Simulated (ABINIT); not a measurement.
**Equation of state of wurtzite CdS (space group 186): energy against volume (ABINIT, PBEsol)**

```
CELL_PARAMETERS angstrom
      4.01980     0.00000     0.00000
     -2.00990     3.48124     0.00000
      0.00000     0.00000     6.52489
ATOMIC_POSITIONS crystal
  Cd 0.33333 0.66667 0.00000
  Cd 0.66667 0.33333 0.50000
  S  0.33333 0.66667 0.37700
  S  0.66667 0.33333 0.87700
```

Computed with PBEsol, norm-conserving pseudopotentials (PseudoDojo nc-sr-04 PBEsol standard) (plane waves; ABINIT 10.0.3). Settings: pseudos = [Cd.upf, S.upf]; ecut = 66 Ha; ixc = -116133; occopt = 3; tsmear = 0.00036749 Ha; ngkpt = 7 7 3; nshiftk = 1; shiftk = 0 0 0; potentials = PseudoDojo nc-sr-04 PBEsol standard; nband = 34; kptopt = 1; nstep = 80; tolvrs = 1e-12. The cell above is the first row's. The rows scale it uniformly. In all rows fractional positions and the k mesh are held. E is the free energy at the stated smearing, counted from the lowest row.

| V (Å^3/atom) | E (meV/atom) |
|---|---|
| 22.8271 | ? |
| 23.3234 | 16.83 |
| 23.8196 | 6.71 |
| 24.3159 | 1.27 |
| 24.8121 | 0.00 |
| 25.3083 | 2.46 |
| 25.8046 | 8.27 |

Fit E against V with the third-order Birch-Murnaghan form, a cubic in V^(-2/3), and predict the withheld value at V = 22.8271.

With u = V^(-2/3) - 0.1184, the rows have u = 0.0041008, 0.0023935, 0.0007443, -0.0008495, -0.0023911, -0.0038834. Least squares gives E = 0.189 + 876.0·u + 768411·u² + 1820883·u³. Residuals (row less fit): 0.001, -0.003, 0.003, 0.002, -0.003, 0.001; standard error 0.004 (degrees of freedom: 2). Its minimum lies at u = -0.0005712, so V0 = (0.1178288)^(-3/2) = 24.72. There d²E/du² = 1531000 and d³E/du³ = 1.093e7, so B0 = (4/9) × 24.72^(-7/3) × 1531000 × 0.160218 = 61.2 GPa (the last factor turns the table's units into GPa), and B0' = 4 + (2/3) × 0.1178288 × (1.093e7)/1531000 = 4.6. The program's pressures in the fitted runs (not shown) pass through zero at V = 24.72, 0.00 % from this V0. At the withheld row, u = 0.0058700, so E = 0.189 + 876.0 × 0.0058700 + 768411 × 0.0058700² + 1820883 × 0.0058700³ = 32.176 meV/atom. The calculation gives 32.18 meV/atom, which the fit meets to the printed digits. The row lies outside the fitted rows, so this is an extrapolation. From the scatter of the fitted rows alone, a prediction at this place has a standard error of 0.016 meV/atom, so the miss is 0.3 times that.

Carrying the step between the two nearest rows on in a straight line would have given 26.95, off by 5.23; series whose last step already gives the withheld value aren't shown. The scan was laid around a cell of about the measured size, scaled by a guess for this functional; axis ratios and inner coordinates come from that cell. The runs keep the symmetry of the cell, so they don't test it for distortions. The shape of the cell and the inner coordinates aren't relaxed, so V0 and B0 belong to this uniform scaling; a relaxed crystal lies no higher in energy and is usually softer. 2 of the planned runs didn't end soundly and are left out. Cutoffs and mesh are single choices, not tested for convergence of this quantity. Series with a scatter that would blur these digits, or in which a gap closes, are not shown. Nor are scans whose minimum lies at an end fitted in this form.
